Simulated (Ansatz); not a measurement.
Consider a periodic stack without vacuum, fluorite-type CoSi2 (0 0 1) on silicon (0 0 1), Al on 1 of 2 substrate sites at each interface (film strained to the substrate, faces as cut): substrate slab Si22Al2, film Co8Si16, surface cells [[-2, 0], [-1, -1]] and [[-2, 0], [-1, -1]], film strained by +2.1 and +2.1 %, faces Si/Si and Si/Co as cut (like faces can put a slab off its formula). Its start:

```yaml
crystal:
  lattice:
    - [7.73575, 0.00000, 0.06762]
    - [0.00000, 3.86787, 0.02915]
    - [-2.64484, 0.23163, 27.72935]
  atoms:
    - { symbol: Si, position: [0.57918, 0.09157, 0.07148] }
    - { symbol: Si, position: [0.04370, 0.08723, 0.07127] }
    - { symbol: Al, position: [0.29576, 0.16097, 0.01830] }
    - { symbol: Si, position: [0.79385, 0.15841, 0.01596] }
    - { symbol: Si, position: [0.83910, 0.56883, 0.16897] }
    - { symbol: Si, position: [0.33859, 0.57041, 0.16754] }
    - { symbol: Si, position: [0.57617, 0.58475, 0.11922] }
    - { symbol: Si, position: [0.07185, 0.58071, 0.11914] }
    - { symbol: Si, position: [0.61788, 0.05271, 0.26684] }
    - { symbol: Si, position: [0.11927, 0.05255, 0.26679] }
    - { symbol: Si, position: [0.35338, 0.06251, 0.21713] }
    - { symbol: Si, position: [0.85364, 0.06137, 0.21806] }
    - { symbol: Si, position: [0.89894, 0.53936, 0.36548] }
    - { symbol: Si, position: [0.39909, 0.53964, 0.36527] }
    - { symbol: Si, position: [0.63329, 0.54589, 0.31613] }
    - { symbol: Si, position: [0.13414, 0.54584, 0.31608] }
    - { symbol: Si, position: [0.67949, 0.02811, 0.46430] }
    - { symbol: Si, position: [0.18024, 0.03083, 0.46367] }
    - { symbol: Si, position: [0.41447, 0.03412, 0.41439] }
    - { symbol: Si, position: [0.91432, 0.03383, 0.41484] }
    - { symbol: Al, position: [0.96697, 0.45770, 0.56817] }
    - { symbol: Si, position: [0.45949, 0.55710, 0.55987] }
    - { symbol: Si, position: [0.69480, 0.52346, 0.51346] }
    - { symbol: Si, position: [0.19773, 0.52648, 0.51236] }
    - { symbol: Co, position: [0.73031, 0.70242, 0.78298] }
    - { symbol: Co, position: [0.23988, 0.70413, 0.78353] }
    - { symbol: Co, position: [0.95714, 0.24116, 0.69053] }
    - { symbol: Co, position: [0.45429, 0.21096, 0.68430] }
    - { symbol: Co, position: [0.79142, 0.66886, 0.97235] }
    - { symbol: Co, position: [0.28484, 0.66763, 0.96562] }
    - { symbol: Co, position: [0.01127, 0.18627, 0.87573] }
    - { symbol: Co, position: [0.51766, 0.18928, 0.87707] }
    - { symbol: Si, position: [0.47093, 0.70174, 0.73781] }
    - { symbol: Si, position: [0.97324, 0.70858, 0.73934] }
    - { symbol: Si, position: [0.71661, 0.20736, 0.73755] }
    - { symbol: Si, position: [0.22495, 0.20841, 0.73741] }
    - { symbol: Si, position: [0.69790, 0.13677, 0.64463] }
    - { symbol: Si, position: [0.18876, 0.14127, 0.64427] }
    - { symbol: Si, position: [0.44970, 0.70791, 0.64051] }
    - { symbol: Si, position: [0.94560, 0.73243, 0.64695] }
    - { symbol: Si, position: [0.52909, 0.68096, 0.92950] }
    - { symbol: Si, position: [0.02328, 0.67815, 0.92802] }
    - { symbol: Si, position: [0.77961, 0.17550, 0.92664] }
    - { symbol: Si, position: [0.27965, 0.17451, 0.92478] }
    - { symbol: Si, position: [0.74874, 0.19545, 0.83146] }
    - { symbol: Si, position: [0.25181, 0.19521, 0.83210] }
    - { symbol: Si, position: [0.50077, 0.69512, 0.83259] }
    - { symbol: Si, position: [0.99907, 0.69553, 0.83125] }
```

The start was prepared with a machine-learned potential, and the result is one local minimum, with the in-plane cell held and forces under 0.04 eV/Å; the film can end far from its bulk form.

All values below come from PBE (plane waves to 420 eV, PAW; Ansatz, a program for electronic structure). Spin–orbit coupling is left out; the runs are not spin-polarised; PBE gaps are too small against experiment. Its k-point mesh 4×7×1, Fermi–Dirac width 0.05 eV.

### Question
Predict the relaxed interface.

### Answer
| Item | Value |
|---|---|
| interface area | 29.9 Å² |
| period | 26.37 Å |
| gaps between the outermost planes at the two interfaces | 1.59 and 1.10 Å |
| Co–Si contacts across the interfaces within 1.22 times the sum of covalent radii | 6, mean 2.31 Å |
| Al–Si contacts across the interfaces within 1.22 times the sum of covalent radii | 5, mean 2.64 Å |
| Si–Si contacts across the interfaces within 1.22 times the sum of covalent radii | 5, mean 2.58 Å |
| Al–Co contacts across the interfaces within 1.22 times the sum of covalent radii | 2, mean 2.31 Å |
| estimate of the barrier | withheld, since the two interfaces are unlike |
| slope of the mean potential energy in the substrate | +4.2 MV/cm × e |
